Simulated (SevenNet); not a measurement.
**Cubic perovskite BaZrO₃**

Computed with the machine-learned potential SevenNet-l3i5 (trained on PBE and PBE+U data).

Cell (relaxed at this level):

```xyz
5
Lattice="4.2554 0.0000 0.0000 0.0000 4.2554 0.0000 0.0000 0.0000 4.2554" Properties=species:S:1:pos:R:3 pbc="T T T"
Ba     0.0000     0.0000     0.0000
Zr     2.1277     2.1277     2.1277
O      2.1277     0.0000     2.1277
O      0.0000     2.1277     2.1277
O      2.1277     2.1277     0.0000
```

```
Quantity           Value
---------------  -------
bulk modulus B0  149 GPa
```

Measured, for comparison: bulk modulus 189 GPa (temperature not stated, no zero-point or thermal correction; as tabulated in Sepliarsky et al. (2023), arXiv:2212.03924). Computed (rounded) less measured: bulk modulus -21 %.

A machine-learned potential is trained on density-functional data: it inherits that level's misses and adds fitting errors of its own.

Note: the model gives imaginary modes for this phase (in the spectrum interpolated from a supercell).
